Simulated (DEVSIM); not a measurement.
Structure: Schottky contact on n-type Si, at 300 K.

| layer (left to right) | material | thickness (μm) | Nd (cm⁻³) | τn (s) | τp (s) |
|---|---|---|---|---|---|
| 1 | Si | 2.00 | 1.5e16 | 1.9e-6 | 1.9e-6 |

Left contact: Schottky, work function 4.74 eV, emission velocity 7.3e6 cm/s. Right contact: ohmic. Voltage is applied to the left contact. Recombination: SRH at mid-gap, radiative. Gap narrowing is on: ΔEg = 6.92 meV × (l + √(l² + 0.5)), l = ln(N/1.3e17 cm⁻³), shared equally by both band edges. Mobility is μmin + (μ − μmin)/(1 + (N/Nref)^α).

Constants are typed, rounded textbook-type inputs, not results; the design itself was drawn at random and stands for no fabricated device. Values at 300 K.

| parameter | Si |
|---|---|
| gap (eV) | 1.124 |
| affinity (eV) | 4.05 |
| permittivity | 11.7 |
| Nc (cm⁻³) | 2.86e19 |
| Nv (cm⁻³) | 3.1e19 |
| μn (cm²/Vs) | 1417 |
| μp (cm²/Vs) | 470 |
| μn,min | 52 |
| μp,min | 45 |
| Nref,n | 9.7e16 |
| Nref,p | 2.2e17 |
| αn | 0.68 |
| αp | 0.72 |
| B (cm³/s) | 4.7e-15 |

DEVSIM, 1D drift-diffusion, Boltzmann statistics, complete ionisation; no tunnelling, impact ionisation, image-force lowering or self-heating. Metal contacts follow the ideal Schottky-Mott rule: no Fermi-level pinning, no interface dipoles.

The doping Nd of layer 1 was swept, all else fixed.

```tsv
doping Nd of layer 1 (cm^-3)	dark forward voltage at 100 A/cm² (V)	dark forward voltage at 1 A/cm² (V)	potential step across the device at zero bias (V)	largest field in the device at zero bias (V/cm)
4.5e14	0.591	0.269	0.404	7300
1.5e15	0.446	0.257	0.435	14000
4.5e15	0.397	0.251	0.463	25000
1.5e16	0.378	0.247	0.494	47000
4.5e16	0.370	0.245	0.522	83000
1.5e17	0.364	0.242	0.551	150000
4.5e17	0.356	0.235	0.573	270000
```

From the first row to the last the dark forward voltage at 100 A/cm² goes from 0.591 to 0.356. From the first row to the last the dark forward voltage at 1 A/cm² goes from 0.269 to 0.235.
